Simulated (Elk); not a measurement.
Band structure of Ti3Zn (I4/mmm, 4 atoms in the cell).

```xyz
4
Lattice="-1.9437 1.9437 4.1495 1.9437 -1.9437 4.1495 1.9437 1.9437 -4.1495" Properties=species:S:1:pos:R:3 pbc="T T T"
Ti     0.0000     1.9437     2.0747
Ti     1.9437     0.0000     2.0747
Ti     0.0000     0.0000     4.1495
Zn     0.0000     0.0000     0.0000
```
Moments meant for the start (each program seeds them in its own way; μB, in the order of the atoms Ti Ti Ti Zn): 1.0 1.0 1.0 0.0.

Method: Elk with PBEsol, all-electron FP-LAPW, Elk's shipped species files, default APW+lo basis.

Settings: xctype = 22; spinpol = true; rgkmax = 7; stype = 3; swidth = 0.00367493 Ha; ngridk = 6 6 6; reducebf = 0.8; nempty = 10 per atom; bfcmt = [[0.0, 0.0, -0.5], [0.0, 0.0, -0.5], [0.0, 0.0, -0.5], [0.0, 0.0, 0.0]].

The starting cell comes from a database of computed structures (which also holds hypothetical and non-ambient phases and stackings), without a prior relaxation at this level. Its lattice was rescaled by a random factor within 2.5 % of one. The starting moments vanished: the run ended non-magnetic. Values depend on the basis (sphere radii, cutoffs, local orbitals), which need not be converged.

Levels in eV from the Fermi level, bands 24 to 31 of the first spin channel:
```
point     24     25     26     27    28    29    30    31
-----  -----  -----  -----  -----  ----  ----  ----  ----
Γ      -0.95  -0.78  -0.78   0.19  0.51  0.51  1.47  2.10
X      -1.40  -1.11  -0.40  -0.12  0.45  0.59  0.76  1.44
Y      -1.59  -0.69  -0.67   0.05  0.32  0.32  0.82  1.66
S      -1.32  -0.62  -0.56  -0.53  0.55  1.17  1.35  1.52
Z      -0.92  -0.87  -0.87  -0.74  0.77  1.69  2.07  2.07
S1     -1.32  -0.62  -0.56  -0.53  0.55  1.17  1.35  1.52
N      -1.03  -0.92  -0.53  -0.32  0.86  0.89  1.08  1.37
P      -1.65  -0.64  -0.27  -0.27  0.17  0.75  0.75  1.44
Y1     -1.59  -0.69  -0.67   0.05  0.32  0.32  0.82  1.66
```

Bands cross the Fermi level along this path, so the cell is metallic at this level.

The net moment of the cell came out as 0.00 μB.
